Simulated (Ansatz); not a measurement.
Mg₃PN (model structure, started from the cubic perovskite type, Pm-3m, No. 221, 5 atoms in the cell), treated with PBEsol (plane waves, PAW; Ansatz, a program for electronic structure).

Numerical settings: plane-wave cutoff 520 eV, 8×8×8 k mesh, Fermi–Dirac smearing 0.01 eV, scalar-relativistic PAW data made under PBE.

The cell is the one relaxed with PBEsol. Conventional cell: a = 4.1522 Å, b = 4.1522 Å, c = 4.1522 Å, α = 90.00°, β = 90.00°, γ = 90.00°.

```yaml
crystal:
  lattice:
    - [4.15218, 0.00000, 0.00000]
    - [0.00000, 4.15218, 0.00000]
    - [0.00000, 0.00000, 4.15218]
  atoms:
    - { symbol: P, position: [0.00000, 0.00000, 0.00000] }
    - { symbol: N, position: [0.50000, 0.50000, 0.50000] }
    - { symbol: Mg, position: [0.00000, 0.50000, 0.50000] }
    - { symbol: Mg, position: [0.50000, 0.50000, 0.00000] }
    - { symbol: Mg, position: [0.50000, 0.00000, 0.50000] }
```

Task: List the 11 lowest band energies at Γ above −25 eV (eV, relative to the valence band maximum), grouping those that round alike.

Result: At Γ: -13.86, -9.55, -3.49 (×3), 0.00 (×3), 1.71 (×2), 1.96.

Note: the relaxation could raise the start's symmetry but not lower it, so the cell can be a saddle point.

A model structure was made by putting elements into a prototype or built by hand; it is no filed structure, need not be a known phase, and can be a saddle point held by its symmetry.
